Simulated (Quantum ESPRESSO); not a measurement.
A short convergence ladder for LaPt (Cm, 4 atoms in the cell)

```
LaPt
1.0
    2.00247    -5.61083     0.00000
    2.00247     5.61083     0.00000
    0.00000     0.00000     4.56904
La Pt
2 2
Direct
  0.86438   0.13562   0.76094
  0.13562   0.86438   0.25000
  0.59120   0.40880   0.75000
  0.40880   0.59120   0.25000
```

Base method: LDA (PZ), GBRV 1.5 ultrasoft (LDA) pseudopotentials (plane waves; Quantum ESPRESSO).

Base settings: ecutwfc = 40 Ry; ecutrho = 320 Ry; occupations = smearing; smearing = gaussian; degauss = 0.0073499 Ry; potentials = {La: la_lda_v1.uspp.F.UPF, Pt: pt_lda_v1.4.uspp.F.UPF}; K_POINTS = automatic 3 3 3 0 0 0; conv_thr = 1e-11 Ry; mixing_beta = 0.3.

The count of work is k-points × plane waves × bands × iterations; it is no time. 

**The plane-wave cutoff**

Moved along: ecutrho.

The mesh stays at the base's, so the ladder's end is converged at best in this setting alone.

Only quantities that move along the ladder and can be compared are tabulated.

```csv
ecutwfc,free energy less the last step's (meV/atom),pressure (GPa),largest difference of a force vector from the last step's (eV/Å),count of work / last
14 Ry,23628.72,-444.05,1.152,0.063
16 Ry,12191.88,-280.93,0.362,0.087
40 Ry,18.77,-6.76,0.001,0.32
80 Ry,0.00,-6.47,0.000,1.0
```

Coarsest ecutwfc that holds the free energy within 5 meV/atom: not settled: the last two steps still differ by 19 meV/atom, over half the tolerance, so the ladder does not show it.

Coarsest ecutwfc that holds the forces within 0.005 eV/Å of the last step, with all finer ones: 40 Ry, at 0.32 of the last step's count of work; the step before is off by 0.36 eV/Å.

Coarsest ecutwfc that holds the pressure within 1 GPa of the last step, with all finer ones: 40 Ry, at 0.32 of the last step's count of work; the step before is off by 270 GPa.

At the lowest cutoff the pressure lies 438 GPa under the last step's, the usual sign of Pulay stress in an incomplete plane-wave basis.

On the base run: the starting cell comes from a database of computed structures (which also holds hypothetical and non-ambient phases and stackings), without a prior relaxation at this level. Its lattice was rescaled by up to half a per cent. One atom was moved a little off its site on purpose. Spin polarisation is off. In the base run, with a pressure of about -7 GPa the cell is away from its equilibrium volume at this level. Without a gap this mesh is coarse (it stands for a supercell whose shortest vector is 12 Å).
